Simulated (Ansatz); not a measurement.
Given:

```xyz
4
Lattice="3.7675 0.0000 0.0000 0.0000 3.8142 0.0000 0.0000 0.0000 4.5572" Properties=species:S:1:pos:R:3 pbc="T T T"
Sn     1.8837     0.0000     1.1487
Sn     0.0000     1.9071     3.4085
O      0.0000     0.0000    -0.0108
O      1.8837     1.9071     0.0108
```

No spin polarisation.

Computed with Kohn–Sham DFT with the PBEsol-D3(BJ) functional, run in Ansatz (a program for electronic structure) with PAW and 420 eV plane waves, no spin-orbit coupling, earlier PAW set. k-mesh 15×15×13 (Γ-centred); smearing 0.1 eV (Fermi–Dirac).

### Question
What band gap does the calculation give?

### Answer
Zero.

### Question
Estimate the space group.

### Answer
Pmmn (No. 59).

### Question
What stress (xx, yy, zz, yz, xz, xy; compression positive) does the calculation give?

### Answer
(-1.1, -1.3, -0.2, 0.0, 0.0, 0.0) GPa.

The cells carry an imposed strain or load. Stability against distortions was not tested. All final runs are without spin polarisation. The cell was made from SnO in the litharge type structure (space group P4/nmm, No. 129; layered, stacked along the Cartesian z axis) by this change: uniaxial strain ε_yy = +1.24 %. The zero or small gap of SnO can change with the level of theory.
